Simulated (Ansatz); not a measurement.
System: ZnIn2O4 (model structure, started from the defect chalcopyrite type, I-4, No. 82, 7 atoms in the cell). Method: r²SCAN in Ansatz (PAW).

Numerical settings: plane-wave cutoff 560 eV, 10×10×10 k mesh, Fermi–Dirac smearing 0.01 eV, scalar-relativistic PAW data made under PBE.

Cell (relaxed with PBEsol):

```cif
data_In4O8Zn2
_chemical_formula_sum 'In4 Zn2 O8'
_space_group_name_H-M_alt 'I-4'
_space_group_IT_number 82
_space_group_name_Hall 'I -4'
_cell_length_a 4.69496
_cell_length_b 4.69496
_cell_length_c 10.02742
_cell_angle_alpha 90.000
_cell_angle_beta 90.000
_cell_angle_gamma 90.000
loop_
_atom_site_label
_atom_site_type_symbol
_atom_site_symmetry_multiplicity
_atom_site_Wyckoff_symbol
_atom_site_fract_x
_atom_site_fract_y
_atom_site_fract_z
_atom_site_occupancy
In1 In 2 b 0.00000 0.00000 0.50000 1
In2 In 2 d 0.50000 0.00000 0.25000 1
Zn1 Zn 2 a 0.00000 0.00000 0.00000 1
O1 O 8 g 0.27802 0.24030 0.38700 1
```
(The calculation used a cell of 7 atoms; values per cell refer to that cell.)

Task: What does this level give for the band gap?

Result: 
- band gap = 1.28 eV

Note: the relaxation could raise the start's symmetry but not lower it, so the cell can be a saddle point; cell and atoms aren't relaxed at this level (largest force component 0.07 eV/Å).

Spin–orbit coupling is not included.

Static lattice: no zero-point or thermal effects.

Computing time: around 80 core-seconds (rough).

A model structure was made by putting elements into a prototype or built by hand; it is no filed structure, need not be a known phase, and can be a saddle point held by its symmetry.

Ansatz is an electronic-structure program.
